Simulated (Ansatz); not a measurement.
# Several settings converged on Zr2Al3Zn (R3m, 6 atoms in the cell)

```yaml
crystal:
  lattice:
    - [2.63996, 1.52418, 4.22622]
    - [-2.63996, 1.52418, 4.22622]
    - [0.00000, -3.04836, 4.22622]
  atoms:
    - { symbol: Zr, position: [0.62846, 0.62846, 0.62846] }
    - { symbol: Zr, position: [0.37549, 0.37549, 0.37549] }
    - { symbol: Al, position: [0.00000, 0.50000, 0.00000] }
    - { symbol: Al, position: [0.00000, 0.00000, 0.50000] }
    - { symbol: Al, position: [0.50000, 0.00000, 0.00000] }
    - { symbol: Zn, position: [0.00000, 0.00000, 0.00000] }
```

Base method: LDA (PW92), default PAW files made with PBE (plane waves; Ansatz, a first-principles code).

Base settings: basis.ecutwfc = 420 eV; kpoints.mp_grid.grid = 6 6 6; hamiltonian.xc = lda; hamiltonian.pseudopotentials = {kind: paw} (the program's default PAW files); scf.occupations.method = gaussian; scf.occupations.width = 0.1 eV.

The count of work is k-points × plane waves × bands × iterations; it is no time. Core times come from one kind of shared machine, to one figure; runs under 30 s give none.

**The cutoff for other potential files**

Level: DFT, LDA (PW92), plane waves, harder PAW files (source: ansatz) made with PBE.

In this ladder: hamiltonian.pseudopotentials = {kind: paw, source: ansatz}.

The second cell is the first with its lattice scaled by 0.98.

The mesh stays at the base's, so the ladder's end is converged at best in this setting alone.

The first pressure column holds Ansatz's estimate of the finite-basis (Pulay) stress, which hides part of the cutoff error; the other is without it.

Only quantities that move along the ladder and can be compared are tabulated.

```csv
basis.ecutwfc,free energy less the last step's (meV/atom),energy of the compressed cell less the first (meV/atom),pressure (GPa),pressure without the Pulay estimate (GPa),count of work / last,core time / last (rough)
405 eV,2150.02,-6.93,-3.91,-115.62,0.11,–
495 eV,329.06,1.01,-3.50,-25.36,0.15,–
630 eV,15.28,1.37,-3.44,-4.90,0.21,–
765 eV,1.14,1.51,-3.43,-3.48,0.28,–
900 eV,0.58,1.51,-3.43,-3.44,0.35,0.4
1080 eV,0.27,1.51,-3.43,-3.43,0.46,0.5
1350 eV,0.07,1.51,-3.43,-3.43,0.65,0.7
1800 eV,0.00,1.51,-3.43,-3.43,1.0,1
```

Coarsest basis.ecutwfc that holds the energy of the compressed cell less the first within 2 meV/atom of the last step, with all finer ones: 495 eV, at 0.15 of the last step's count of work; the step before is off by 8.4 meV/atom.

Coarsest basis.ecutwfc that holds the free energy within 2 meV/atom of the last step, with all finer ones: 765 eV, at 0.28 of the last step's count of work; the step before is off by 15 meV/atom.

Coarsest basis.ecutwfc that holds the pressure without the Pulay estimate within 0.5 GPa of the last step, with all finer ones: 765 eV, at 0.28 of the last step's count of work; the step before is off by 1.5 GPa.

The energy difference between the two cells stays within 1 meV/atom of the last step's from 495 eV on, the total only from 900 eV on: much of the error is common to both cells and cancels.

At the lowest cutoff the pressure without the Pulay estimate lies 112 GPa under the last step's, the usual sign of Pulay stress in an incomplete plane-wave basis.

**The density cutoff**

The mesh stays at the base's, so the ladder's end is converged at best in this setting alone.

Only quantities that move along the ladder and can be compared are tabulated.

| basis.ecutrho_ratio | free energy less the last step's (meV/atom) | pressure (GPa) |
|---|---|---|
| 2 | -1.90 | -3.26 |
| 3 | -0.03 | -3.37 |
| 4 | 0.00 | -3.37 |
| 5 | 0.00 | -3.37 |
| 6 | 0.00 | -3.37 |
| 8 | 0.00 | -3.37 |
| 10 | 0.00 | -3.37 |
| 12 | 0.00 | -3.37 |
| 16 | 0.00 | -3.37 |

Coarsest basis.ecutrho_ratio that holds the pressure within 0.1 GPa of the last step, with all finer ones: 3; the step before is off by 0.11 GPa.

Coarsest basis.ecutrho_ratio that holds the free energy within 1 meV/atom of the last step, with all finer ones: 3; the step before is off by 1.9 meV/atom.

**The relaxed cell against the cutoff**

On Zr₂Al₃Zn (R-3m, 6 atoms in the cell): atoms on their sites.

In this ladder: relax = cell and atoms.

The mesh stays at the base's, so the ladder's end is converged at best in this setting alone.

Only quantities that move along the ladder and can be compared are tabulated.

```tsv
basis.ecutwfc	relaxed volume (Å³/atom)	relaxation steps	core time / last (rough)
210 eV	16.895	11	–
250 eV	16.596	12	0.4
295 eV	16.581	10	0.5
355 eV	16.539	7	0.4
420 eV	16.526	5	–
505 eV	16.524	5	0.5
630 eV	16.523	5	0.6
840 eV	16.523	5	1
```

Coarsest basis.ecutwfc that holds the relaxed volume within 0.017 Å³/atom of the last step, with all finer ones: 355 eV, at about 0.4 of the last step's time; the step before is off by 0.058 Å³/atom.

At the lowest cutoff the cell relaxes to a volume 2.2 % larger than at the highest. Ansatz relaxes on a stress corrected for the finite basis.

On the base run: the starting cell comes from a database of computed structures (which also holds hypothetical and non-ambient phases and stackings), without a prior relaxation at this level. Its lattice was rescaled by up to half a per cent. One atom was moved a little off its site on purpose.

Keys are those of Ansatz 0.2.
